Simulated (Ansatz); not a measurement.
Ansatz (a program for electronic structure) run on Zn₆Mo (I4mm, 7 atoms in the cell): relaxation of the atoms.

Method of the run: LDA (PW92), default PAW files made with PBE (plane waves; Ansatz).

The change in words: one atom moved by 0.15 angstrom; relax: default → atoms; relax.f_tol: default → 0.005 eV/Å. Reference geometry:
```xyz
7
Lattice="0.0000 3.8252 3.8252 3.8252 0.0000 3.8252 3.8252 3.8252 0.0000" Properties=species:S:1:pos:R:3 pbc="T T T"
Zn     1.9126     1.9126     3.8252
Zn     1.9126     1.9126     0.0000
Zn     3.8252     1.9126     1.9126
Zn     0.0000     1.9126     1.9126
Zn     1.9126     3.8252     1.9126
Zn     1.9126     0.0000     1.9126
Mo     0.0000     0.0000     0.0000
```

Reference input (self-consistent single point, DFT, LDA (PW92), plane waves, default PAW files made with PBE): basis.ecutwfc = 30.9 Ry; kpoints.mp_grid.grid = 8 8 8; hamiltonian.xc = lda; hamiltonian.pseudopotentials = {kind: paw} (the program's default PAW files); scf.occupations.method = fermi_dirac; scf.occupations.width = 0.0073 Ry. This run's input differs from it in these lines:

Ansatz 0.2 input:
```diff
@@ -13,3 +13,3 @@
     - { symbol: Zn, position: [0.000000, 0.500000, 0.000000] }
-    - { symbol: Mo, position: [0.000000, 0.000000, 0.000000] }
+    - { symbol: Mo, position: [0.019607, 0.019607, -0.019607] }
 basis:
@@ -23,2 +23,4 @@
   occupations: { method: fermi_dirac, width: 0.0073 Ry }
+relax:
+  f_tol: 0.005
 output:
```

Output, abridged:

```
   [... SCF lines of the steps left out ...]
relax step   1: F+E_penalty+E_count = -24320.30584565 eV  Δ(F+E_penalty+E_count) = +0.000e0 eV  max|allowed force component| = 1.773e0 eV/Å  Δτ_max = 0.0000 Å  (7 SCF iters, dr2 threshold 6.25e-7 eV, accepted)
relax step   2: F+E_penalty+E_count = -24320.43602775 eV  Δ(F+E_penalty+E_count) = -1.302e-1 eV  max|allowed force component| = 1.412e-1 eV/Å  Δτ_max = 0.1440 Å  (5 SCF iters, dr2 threshold 1.00e-4 eV, accepted)
relax step   3: F+E_penalty+E_count = -24320.43824330 eV  Δ(F+E_penalty+E_count) = -2.216e-3 eV  max|allowed force component| = 1.385e-3 eV/Å  Δτ_max = 0.0154 Å  (5 SCF iters, dr2 threshold 1.25e-6 eV, accepted)
relax step   4: F+E_penalty+E_count = -24320.43824358 eV  Δ(F+E_penalty+E_count) = -2.784e-7 eV  max|allowed force component| = 1.468e-3 eV/Å  Δτ_max = 0.0000 Å  (3 SCF iters, accepted)
the relaxation is at rest under the 8 symmetry operations that the run kept from its start: a minimum is not shown …
Stability not checked: this state was not tested for a lower state beside it, because too few of the mixer's solves of this state at the end of the SCF gave a …
Free energy (F): -24320.438244 eV
Internal energy: -24320.332734 eV  (E = F + TS)
E sigma→0 (E₀):  -24320.385489 eV
Entropy (-TS):   -0.105510 eV (-15.073 meV/atom)
Fermi energy:    10.492676 eV
--- Forces (eV/Å), atoms counted from 1 ---
  atom   1  Zn    -0.00000000     0.00000000     0.00008377
   [... lines left out ...]
    - { symbol: Zn, position: [0.5027739532040152, 0.0028337458728002474, -0.0028337458728002474] }
    - { symbol: Zn, position: [0.5027739532040152, 0.0028337458728002196, 0.4972260467959848] }
    - { symbol: Zn, position: [0.0028337458728002474, 0.5027739532040152, -0.0028337458728002474] }
    - { symbol: Mo, position: [0.0027982189545026222, 0.0027982189545026222, -0.0027982189545026222] }
```

The run converged. 

Summary of the result:
- Free energy E − TS (on the zero of these files): -24320.4382 eV
- Fermi level (on the code's own zero): 10.49 eV
- Pressure: -6.65 GPa
- Largest force (vector length): 0.001 eV/Å
- Relaxation steps: 4

The starting cell comes from a database of computed structures (which also holds hypothetical and non-ambient phases and stackings), without a prior relaxation at this level. Its lattice was rescaled by up to half a per cent. For this run, on top of that: one atom moved by 0.15 angstrom. Spin polarisation is off. The relaxation keeps the symmetry of its start, so its end need not be a minimum. Ansatz's pressure includes its estimate of the finite-basis (Pulay) stress.

Cost on one core of a shared machine: roughly 2 min.
